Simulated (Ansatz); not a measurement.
Worked example: relaxation of cell and atoms of CsSnI₃ (Pnma, 20 atoms in the cell) in Ansatz (a quantum-chemistry and plane-wave program).

Method of the run: revPBE, PAW files made with PBE (plane waves; Ansatz).

```
CsSnI3
1.0
   10.75663     0.00000     0.00000
    0.00000     4.85451     0.00000
    0.00000     0.00000    18.23407
Cs Sn I
4 4 12
Cartesian
  6.28349   1.21363   3.09797
  4.47315   3.64088  15.13610
  9.85146   3.64088  12.21500
  0.90517   1.21363   6.01907
  9.05020   1.21363  17.10538
  1.70643   3.64088   1.12869
  7.08475   3.64088   7.98835
  3.67188   1.21363  10.24572
  5.66713   3.64088  11.22489
  5.08950   1.21363   7.00918
 10.46782   1.21363   2.10786
  0.28882   3.64088  16.12621
  8.54088   3.64088   5.31268
  2.21576   1.21363  12.92139
  7.59408   1.21363  14.42971
  3.16256   3.64088   3.80436
  7.16510   3.64088  18.20909
  3.59153   1.21363   0.02498
  8.96985   1.21363   9.09205
  1.78678   3.64088   9.14202
```

Reference input (self-consistent single point, DFT, PBE, plane waves, PAW files): basis.ecutwfc = 420 eV; kpoints.mp_grid.grid = 2 3 1; hamiltonian.xc = pbe; hamiltonian.pseudopotentials = {kind: paw} (the program's default PAW files); scf.occupations.method = fixed. This run's input differs from it in these lines:

Ansatz 0.2 input:
```diff
@@ -32,3 +32,3 @@
 hamiltonian:
-  xc: pbe
+  xc: revpbe
   pseudopotentials:
@@ -39,2 +39,4 @@
     method: fixed
+relax:
+  cell: {}
 output:
```

The program printed (abridged):

```
   [... SCF lines of the steps left out ...]
relax step   1: F+E_penalty+E_count = -137086.43500330 eV  Δ(F+E_penalty+E_count) = +0.000e0 eV  max|allowed force component| = 1.230e-1 eV/Å  Δτ_max = 0.0000 Å  P = +0.562 GPa  Ω = 952.151 Å³  (10 SCF iters, dr2 threshold 1.00e-7 eV, accepted)
relax step   2: F+E_penalty+E_count = -137086.56313106 eV  Δ(F+E_penalty+E_count) = -1.281e-1 eV  max|allowed force component| = 4.984e-2 eV/Å  Δτ_max = 0.0704 Å  P = +0.361 GPa  Ω = 983.151 Å³  energy of the carried Pulay correction = -1.020e-3 eV  [...]
   [... lines left out ...]
relax step  11: F+E_penalty+E_count = -137086.66782803 eV  Δ(F+E_penalty+E_count) = -4.181e-4 eV  max|allowed force component| = 3.455e-3 eV/Å  Δτ_max = 0.0095 Å  P = +0.001 GPa  Ω = 1044.734 Å³  energy of the carried Pulay correction = -2.953e-3 eV [...]
relax step  12: F+E_penalty+E_count = -137086.67031715 eV  Δ(F+E_penalty+E_count) = -2.489e-3 eV  max|allowed force component| = 3.567e-3 eV/Å  Δτ_max = 0.0000 Å  P = +0.001 GPa  Ω = 1044.734 Å³  stress off target by 1.26e-2 GPa  SCF on the basis [...]
basis re-selected at this cell: Δ(F+E_penalty+E_count) = -2.489e-3 eV, ΔP = -0.000 GPa vs the last step
the relaxation is at rest under the 8 symmetry operations that the run kept from its start: a minimum is not shown …
Free energy (F): -137086.670317 eV
Internal energy: -137086.670317 eV  (E = F + TS)
E sigma→0 (E₀):  -137086.670317 eV
Fermi energy:    3.246272 eV
--- Forces (eV/Å), atoms counted from 1 ---
  atom   1  Cs     0.00063713    -0.00000000    -0.00045565
  atom   2  Cs    -0.00063713    -0.00000000     0.00045565
   [... lines left out ...]
  cell:  # Å, volume = 1044.7344 Å³
   [... lines left out ...]
    - { symbol: I, position: [0.2764623328861315, 0.7500000000000001, 0.20803929337540136] }
    - { symbol: I, position: [0.6732209243554449, 0.7500000000000001, 1.0029870050617495] }
    - { symbol: I, position: [0.3267790756445554, 0.25, -0.002987005061749918] }
    - { symbol: I, position: [0.8267790756445554, 0.25, 0.5029870050617498] }
    - { symbol: I, position: [0.1732209243554449, 0.7500000000000001, 0.49701299493825] }
```

The run converged. 

Summary of the result:
| Quantity | Value |
|---|---|
| Free energy E − TS (on the zero of these files) | -137086.6703 eV |
| Top of the valence band (on the code's own zero) | 3.25 eV |
| Gap on the k-point mesh | 2.22 eV |
| Pressure | 0.00 GPa |
| Largest force (vector length) | 0.004 eV/Å |
| Final cell | a = 11.5664 Å, b = 4.9077 Å, c = 18.4047 Å, α = β = γ = 90.00° |
| Final volume per atom | 52.24 Å³ |
| Relaxation steps | 12 |

The starting cell comes from a database of computed structures (which also holds hypothetical and non-ambient phases and stackings), without a prior relaxation at this level. Its lattice was rescaled by a random factor within 2.5 % of one. Spin-orbit coupling is off. The relaxation keeps the symmetry of its start, so its end need not be a minimum. Ansatz's pressure includes its estimate of the finite-basis (Pulay) stress. One axis grew by 8 %.

Cost on one core of a shared machine: roughly 8 min.
